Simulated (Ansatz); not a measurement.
Consider the following.

End structure of the (100) surface of rock-salt TiC, Nb on all Ti sites of the second plane (bottom of the slab: a bare face, its two planes held):

```xyz
12
Lattice="3.0639 0.0000 0.0000 0.0000 3.0639 0.0000 0.0000 0.0000 27.0000" Properties=species:S:1:pos:R:3 pbc="T T T"
C      0.0000     0.0000     8.0597
Ti     1.5320     1.5320     8.0597
C      1.5320     1.5320    10.2262
Ti     0.0000     0.0000    10.2262
C      0.0000     0.0000    12.3791
Ti     1.5320     1.5320    12.3820
C      1.5320     1.5320    14.5497
Ti     0.0000     0.0000    14.5312
C      0.0000     0.0000    16.7878
Nb     1.5320     1.5320    16.7352
C      1.5320     1.5320    19.0177
Ti     0.0000     0.0000    18.8981
```

Model: 12-atom slab, 10.9 Å thick at the start with caps and adatoms (thin: gaps and levels are the slab's own), 12x12x1 mesh, Fermi-Dirac 0.1 eV, dipole correction, 4 atoms held, the rest relaxed; held to the start's symmetry, so lower structures may exist; no spin, no spin-orbit, no U. In PBE it lies 0.27 eV a 1x1 cell over the lowest computed structure of the same composition (Nb on all Ti sites of the top plane).

Question: What is the computed work function of the top face (PBE (Ansatz, a quantum-chemistry and plane-wave program))?

Answer: 4.05 eV
